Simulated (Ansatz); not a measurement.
```yaml
crystal:
  lattice:
    - [4.10687, 0.00000, 0.00000]
    - [0.00000, 4.10687, 0.00000]
    - [0.00000, 0.00000, 2.75141]
  atoms:
    - { symbol: Mg, position: [0.50000, 0.50000, 0.50000] }
    - { symbol: Mg, position: [0.00000, 0.00000, 0.00000] }
    - { symbol: F, position: [0.69974, 0.69974, 0.00000] }
    - { symbol: F, position: [0.30026, 0.30026, 0.00000] }
    - { symbol: F, position: [0.80026, 0.19974, 0.50000] }
    - { symbol: F, position: [0.19974, 0.80026, 0.50000] }
```

No spin polarisation.

Computed with r2SCAN (Ansatz, a quantum-chemistry and plane-wave program, PAW, no spin-orbit coupling), earlier PAW set. k-mesh 7×7×11 (Γ-centred); smearing 0.05 eV (Fermi–Dirac).

Problem. What band gap does the calculation give?

Solution. 10.81 eV.

Problem. Estimate the gap character.

Solution. Direct at Γ.

Problem. What is the computed valence-band top at Γ (three highest levels, from the VBM)?

Solution. 0.00, -0.34, -0.34 eV.

Problem. What is the computed hole mass?

Solution. 2.1 mₑ along c, 2.3 mₑ across (at Γ).

Load acts through the strain it causes; cell and atoms are relaxed under it. Masses are band curvatures over ±0.01 Å⁻¹ around the edge. No phonon test of stability was made. No other phases were tried under pressure. The cell was made from MgF₂ in the rutile structure (space group P4_2/mnm, No. 136) by this change: pressure 75 GPa.
